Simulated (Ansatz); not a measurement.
# Response to strain in hypothetical anti-perovskite Mg3SiO

Start from Mg3SiO in the anti-perovskite structure (space group Pm-3m, No. 221; a = 4.2222 Å; a hypothetical phase, not in the database extracts checked). Axes: x, y, z lie along the cube axes.

Strains are applied to the cell and any free atomic positions relax; under biaxial strain the out-of-plane vector relaxes too.

Calculations: PBE/PAW in Ansatz (an electronic-structure program), no spin-orbit coupling.

Notes on the quantities. pressure: mean of the normal stresses, compression positive; energy relative to the base: free energy F.

| variant | pressure | volume per atom | energy relative to the base | space group |
|---|---|---|---|---|
| base | 0.0 GPa | 15.05 Å³ | 0 meV/atom | Pm-3m (No. 221) |
| biaxial strain −2.03 %, plane normal [001], relaxed out of plane | 2.7 GPa | 14.61 Å³ | +7.3 meV/atom | P4/mmm (No. 123) |
| isotropic strain +2.14 % | -4.5 GPa | 16.04 Å³ | +15 meV/atom | Pm-3m (No. 221) |
| uniaxial strain ε_xx = −5.75 % | 5.8 GPa | 14.19 Å³ | +29 meV/atom | P4/mmm (No. 123) |
| uniaxial strain ε_xx = −1.01 % | 0.8 GPa | 14.90 Å³ | +0.8 meV/atom | P4/mmm (No. 123) |

Whether these cells are dynamically stable was not tested. The final runs are not spin-polarised.
